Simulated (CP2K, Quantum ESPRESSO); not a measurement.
A Quantum ESPRESSO input for a self-consistent single point of SrO (Fm-3m, 2 atoms in the cell) (DFT, PBE, plane waves, GBRV 1.5 ultrasoft (PBE) pseudopotentials):

```fortran
&CONTROL
   calculation = 'scf',
   prefix = 'SrO',
   outdir = './work',
   pseudo_dir = './',
   tprnfor = .true.,
   tstress = .true.,
/
&SYSTEM
   ibrav = 0,
   nat = 2,
   ntyp = 2,
   ecutwfc = 40,
   ecutrho = 200,
   occupations = 'smearing',
   smearing = 'fd',
   degauss = 0.0036749,
/
&ELECTRONS
   conv_thr = 1e-8,
   mixing_beta = 0.3,
/
ATOMIC_SPECIES
Sr    87.6200  sr_pbe_v1.uspp.F.UPF
O     15.9990  o_pbe_v1.2.uspp.F.UPF
ATOMIC_POSITIONS {angstrom}
Sr    0.00000000    0.00000000    0.00000000
O     2.58000000    2.58000000    2.58000000
K_POINTS {automatic}
8 8 8  0 0 0
CELL_PARAMETERS {angstrom}
   0.00000000     2.58000000     2.58000000
   2.58000000     0.00000000     2.58000000
   2.58000000     2.58000000     0.00000000
```

Question: Translate this input to CP2K.

Answer: This is the input that was run; spellings and numerical settings could be chosen otherwise.

```
&GLOBAL
  PROJECT run
  RUN_TYPE ENERGY_FORCE
  PRINT_LEVEL LOW
&END GLOBAL
&FORCE_EVAL
  METHOD Quickstep
  STRESS_TENSOR ANALYTICAL
  &DFT
    BASIS_SET_FILE_NAME BASIS_MOLOPT
    POTENTIAL_FILE_NAME GTH_POTENTIALS
    &QS
      METHOD GPW
      EPS_DEFAULT 1E-11
    &END QS
    &MGRID
      CUTOFF 500
      REL_CUTOFF 40
      NGRIDS 5
    &END MGRID
    &SCF
      SCF_GUESS ATOMIC
      EPS_SCF 1E-6
      MAX_SCF 100
      ADDED_MOS 4
      &DIAGONALIZATION
        ALGORITHM STANDARD
      &END DIAGONALIZATION
      &MIXING
        METHOD BROYDEN_MIXING
        ALPHA 0.2
        NBUFFER 8
        BETA 1
      &END MIXING
      &SMEAR ON
        METHOD FERMI_DIRAC
        ELECTRONIC_TEMPERATURE [K] 580.23
      &END SMEAR
    &END SCF
    &KPOINTS
      SCHEME MONKHORST-PACK 8 8 8
      GAMMA_CENTERED T
    &END KPOINTS
    &XC
      &XC_FUNCTIONAL PBE
      &END XC_FUNCTIONAL
    &END XC
    &PRINT
      &MO
        EIGENVALUES T
        OCCUPATION_NUMBERS T
        NDIGITS 8
        FILENAME mo
        &EACH
          QS_SCF 0
        &END EACH
        ADD_LAST NUMERIC
      &END MO
      &MULLIKEN OFF
      &END MULLIKEN
    &END PRINT
  &END DFT
  &SUBSYS
    &CELL
      A 3.64867100 0.00000000 0.00000000
      B 1.82433500 3.15984200 0.00000000
      C 1.82433500 1.05328100 2.97912700
      PERIODIC XYZ
    &END CELL
    &COORD
      Sr       0.00000000     0.00000000     0.00000000
      O        3.64867050     2.10656150     1.48956350
    &END COORD
    &KIND Sr
      BASIS_SET DZVP-MOLOPT-SR-GTH-q10
      POTENTIAL GTH-PBE-q10
    &END KIND
    &KIND O
      BASIS_SET DZVP-MOLOPT-SR-GTH-q6
      POTENTIAL GTH-PBE-q6
    &END KIND
  &END SUBSYS
  &PRINT
    &FORCES ON
    &END FORCES
    &STRESS_TENSOR ON
    &END STRESS_TENSOR
  &END PRINT
&END FORCE_EVAL
```

Basis settings and potentials, where a program has them, do not carry over. This input uses DFT PBE, GPW, DZVP-MOLOPT-SR-GTH basis, GTH-PBE potentials (GTH_POTENTIALS). Both were run: pressure 1.84 GPa in Quantum ESPRESSO and 2.82 in CP2K; gap on the mesh 3.328 eV in Quantum ESPRESSO and 3.410 in CP2K.

On Quantum ESPRESSO: the starting cell has typed, rounded lattice constants, without a prior relaxation at this level.

On CP2K: the starting cell has typed, rounded lattice constants, without a prior relaxation at this level. Values carry the incompleteness of an atom-centred basis.
